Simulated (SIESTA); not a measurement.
SIESTA run on MoSi2 (P1, 3 atoms in the cell): self-consistent single point.

Level of theory: GGA PBE with spin-orbit coupling, numerical atomic orbitals DZP, PseudoDojo PBE fully relativistic norm-conserving potentials (rewritten from UPF to PSML) run with SIESTA.

```yaml
crystal:
  lattice:
    - [-1.60500, 1.60500, 3.92500]
    - [1.60500, -1.60500, 3.92500]
    - [1.60500, 1.60500, -3.92500]
  atoms:
    - { symbol: Si, position: [0.65498, 0.67219, 0.00563] }
    - { symbol: Si, position: [0.34358, 0.34846, 0.02831] }
    - { symbol: Mo, position: [0.00144, 0.97936, 0.96605] }
```

Reference input (self-consistent single point, DFT, GGA PBE, numerical atomic orbitals DZP, PseudoDojo PBE standard norm-conserving potentials (rewritten from UPF to PSML)): XC.functional = GGA; XC.authors = PBE; potentials = PseudoDojo PBE standard; PAO.BasisSize = DZP; PAO.EnergyShift = 0.005 Ry; MeshCutoff = 400 Ry; kgrid.MonkhorstPack = 5 5 7; OccupationFunction = FD; ElectronicTemperature = 0.1 eV; MaxSCFIterations = 150; SCF.Mixer.Method = Pulay; SCF.Mixer.Weight = 0.1. This run's input differs from it in these lines:

```diff
@@ -1,2 +1,2 @@
-# files in the folder: Si.psml Mo.psml (PseudoDojo PBE standard)
+# files in the folder: Si.psml Mo.psml (PseudoDojo PBE fully relativistic)
 SystemName  MoSi2
@@ -35,2 +35,8 @@
 ElectronicTemperature        0.1 eV
+Spin                         spin-orbit
+%block DM.InitSpin
+  1 0.00 0.00 0.00
+  2 0.00 0.00 0.00
+  3 0.00 0.00 0.00
+%endblock DM.InitSpin
```

Output (repeated stretches shortened):

```
        iscf     Eharris(eV)        E_KS(eV)     FreeEng(eV)     dDmax    Ef(eV) dHmax(eV)
   scf:    1    -2107.324156    -2137.869069    -2137.886748  0.305272 -4.180010 11.899423
     spin moment: {S} , |S| = {    0.00000   -0.00000    0.00000 }     0.00000
   scf:    2    -2143.716770    -2141.103960    -2141.115334  0.063332 -4.545178  7.355723
     spin moment: {S} , |S| = {    0.00000    0.00000   -0.00000 }     0.00000
   scf:    3    -2143.227598    -2142.911490    -2142.919423  0.099315 -5.137110  0.401058
     spin moment: {S} , |S| = {   -0.00000   -0.00000    0.00000 }     0.00000
   [... lines left out ...]
     spin moment: {S} , |S| = {   -0.00000   -0.00000    0.00000 }     0.00000
   scf:   12    -2142.960001    -2142.960004    -2142.968495  0.000040 -5.244037  0.001187
     spin moment: {S} , |S| = {   -0.00000   -0.00000   -0.00000 }     0.00000
   scf:   13    -2142.960005    -2142.960004    -2142.968495  0.000019 -5.244169  0.000023
     spin moment: {S} , |S| = {    0.00000    0.00000    0.00000 }     0.00000
   scf:   14    -2142.960004    -2142.960004    -2142.968495  0.000000 -5.244167  0.000003
     spin moment: {S} , |S| = {   -0.00000    0.00000    0.00000 }     0.00000
SCF Convergence by DM+H criterion
max |DM_out - DM_in|         :     0.0000003684
max |H_out - H_in|      (eV) :     0.0000027641
SCF cycle converged after 14 iterations

Using DM_out to compute the final energy and forces

siesta: E_KS(eV) =            -2142.9600

siesta: E_KS - E_eggbox =     -2142.9600

siesta: Atomic forces (eV/Ang):
     1   -0.766812    0.168663    0.725791
     2   -0.553310   -0.388679    0.376023
     3    1.319611    0.219678   -1.102418
   Tot   -0.000510   -0.000338   -0.000604
   Max    1.319611
   Res    0.726238    sqrt( Sum f_i^2 / 3N )
   Max    1.319611    constrained

Stress tensor Voigt[x,y,z,yz,xz,xy] (kbar):      -37.38      -48.03      -56.40       -1.63       13.63       -3.91
(Free)E + p*V (eV/cell)    -2141.7753
Target enthalpy (eV/cell)    -2142.9685

   [... lines left out ...]
siesta: FreeEng =     -2142.968495
   [... lines left out ...]
siesta:    -0.023333   -0.002442    0.008507
siesta:    -0.002442   -0.029976   -0.001017
siesta:     0.008507   -0.001017   -0.035200

siesta: Cell volume =         40.443593 Ang**3

siesta: Pressure (static):
siesta:                Solid            Molecule  Units
siesta:           0.00032133         -0.00008117  Ry/Bohr**3
siesta:           0.02950324         -0.00745231  eV/Ang**3
siesta:          47.26939939        -11.93992386  kBar
```

The run converged in 14 iterations. Against the reference run the pressure goes from 4.84 to 4.73 GPa and the largest force hardly changes (1.731 to 1.733 eV/Å).

The starting cell has typed, rounded lattice constants, without a prior relaxation at this level. Its atoms were displaced at random from the sites of space group no. 139. Values carry the incompleteness of an atom-centred basis. With a pressure of about 5 GPa the cell is away from its equilibrium volume at this level. Forces in this geometry exceed 1 eV/Å.

Cost on one core of a shared machine: roughly 2 min.
